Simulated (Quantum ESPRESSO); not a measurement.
Input and output of a self-consistent single point for Mg2Pd (I4mm, 3 atoms in the cell) (Quantum ESPRESSO).

Method of the run: PBEsol, SSSP 1.1.2 efficiency (PBE) pseudopotentials (plane waves; Quantum ESPRESSO 7.5).

```xyz
3
Lattice="-1.6281 1.6281 5.0653 1.6281 -1.6281 5.0653 1.6281 1.6281 -5.0653" Properties=species:S:1:pos:R:3 pbc="T T T"
Mg     0.0000     0.0000     6.6068
Mg     0.0000     0.0000     3.5739
Pd     0.0000     0.0000     0.0000
```

Reference input (self-consistent single point, DFT, PBEsol, plane waves, SSSP 1.1.2 efficiency (PBE) pseudopotentials): ecutwfc = 60 Ry; ecutrho = 480 Ry; occupations = smearing; smearing = fd; degauss = 0.0073499 Ry; input_dft = pbesol; potentials = {Mg: Mg.pbe-n-kjpaw_psl.0.3.0.UPF, Pd: Pd_ONCV_PBE-1.0.oncvpsp.upf}; K_POINTS = automatic 7 7 7 0 0 0; conv_thr = 1e-10 Ry; mixing_beta = 0.7. This run's input differs from it in these lines:

```diff
@@ -16,3 +16,3 @@
     smearing = 'fd',
-    degauss = 0.0073499,
+    degauss = 0.00147,
     input_dft = 'pbesol',
@@ -31,3 +31,3 @@
 K_POINTS automatic
-7 7 7  0 0 0
+15 15 15  0 0 0
 CELL_PARAMETERS angstrom
```

Output, abridged:

```
     Self-consistent Calculation

     iteration #  1     ecut=    60.00 Ry     beta= 0.70

     total energy              =    -318.31176144 Ry
     estimated scf accuracy    <       0.47243140 Ry

     iteration #  2     ecut=    60.00 Ry     beta= 0.70

     total energy              =    -317.88763251 Ry
     estimated scf accuracy    <       4.67218182 Ry

     iteration #  3     ecut=    60.00 Ry     beta= 0.70

     total energy              =    -318.59619502 Ry
     estimated scf accuracy    <       0.03791975 Ry

   [... 7 blocks of this kind left out ...]

     iteration # 11     ecut=    60.00 Ry     beta= 0.70

     total energy              =    -318.59788259 Ry
     estimated scf accuracy    <          6.4E-10 Ry

     iteration # 12     ecut=    60.00 Ry     beta= 0.70
     End of self-consistent calculation

     Number of k-points >= 100: set verbosity='high' to print the bands.

     the Fermi energy is     8.6423 ev

!    total energy              =    -318.59788259 Ry
     estimated scf accuracy    <          8.2E-12 Ry
     smearing contrib. (-TS)   =      -0.00011992 Ry
     internal energy E=F+TS    =    -318.59776267 Ry

     convergence has been achieved in  12 iterations

     Forces acting on atoms (cartesian axes, Ry/au):

     atom    1 type  1   force =     0.00000000    0.00000000   -0.01427620
     atom    2 type  1   force =     0.00000000    0.00000000    0.01124677
     atom    3 type  2   force =     0.00000000   -0.00000000    0.00302943

     Total force =     0.018425     Total SCF correction =     0.000000

          total   stress  (Ry/bohr**3)                   (kbar)     P=      -21.32
  -0.00012993  -0.00000000   0.00000000          -19.11       -0.00        0.00
  -0.00000000  -0.00012993   0.00000000           -0.00      -19.11        0.00
   0.00000000   0.00000000  -0.00017491            0.00        0.00      -25.73

   JOB DONE.
```

The run converged in 12 iterations. Against the reference run the free energy rises by 5.1 meV/atom, the pressure stays near -2.13 GPa while the zz stress (positive for compression) goes from -3.04 to -2.57 GPa and the largest force goes from 0.343 to 0.367 eV/Å.

The starting cell comes from a database of computed structures (which also holds hypothetical and non-ambient phases and stackings), without a prior relaxation at this level. Its lattice was rescaled by up to half a per cent. One atom was moved a little off its site on purpose. Spin polarisation is off.

Cost on one core of a shared machine: roughly 6 min.
